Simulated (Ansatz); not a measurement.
The reference is SnTe in the rock salt structure (space group Fm-3m, No. 225; a = 6.2348 Å).

Method: Ansatz (a first-principles code), LDA, PAW, cutoff 420 eV, no spin-orbit coupling.

For the base:

```
Property               Value
-------------------  -------
Lattice parameter a  6.235 Å
```

The change: a negative pressure, −1 GPa.

**Question.** How does this affect the lattice parameter a?

**Answer.** The lattice parameter a increases by 0.044 Å to 6.279 Å.

Load acts through the strain it causes; cell and atoms are relaxed under it. Whether these cells are dynamically stable was not tested.
